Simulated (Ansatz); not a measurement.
## Hypothetical fluorite TeO2, pressure series

Take TeO2 in the fluorite structure (space group Fm-3m, No. 225; a hypothetical phase, not in the database extracts checked) as the base.

```
TeO2
1.0
    0.00000     2.66168     2.66168
    2.66168     0.00000     2.66168
    2.66168     2.66168     0.00000
Te O
1 2
Direct
  0.00000   0.00000   0.00000
  0.25000   0.25000   0.25000
  0.75000   0.75000   0.75000
```

Cell and atoms are relaxed at each pressure.

Calculations: PBEsol/PAW in Ansatz (a program for electronic structure), no spin-orbit coupling, earlier PAW set.

```tsv
pressure (GPa)	volume per atom (Å³/atom)
-2	12.717
-1	12.643
0	12.571
4.2	12.291
9	?
18	11.554
30	11.062
45	10.564
60	10.154
```

Problem. Fit the third-order Birch–Murnaghan form P(V) = (3B₀/2)[(V₀/V)^(7/3) − (V₀/V)^(5/3)]·[1 + (3/4)(B₀′ − 4)((V₀/V)^(2/3) − 1)] (squares taken in P) to the rows shown and predict the withheld row.

Solution. Least squares on the printed values gives V₀ = 12.571 Å³/atom, B₀ = 179 GPa, B₀′ = 4.2; this predicts 12.010 Å³/atom, and the run gives 12.008 Å³/atom, 0.002 lower.

Load acts through the strain it causes; cell and atoms are relaxed under it. No phonon test of stability was made. No other phases were tried under pressure.
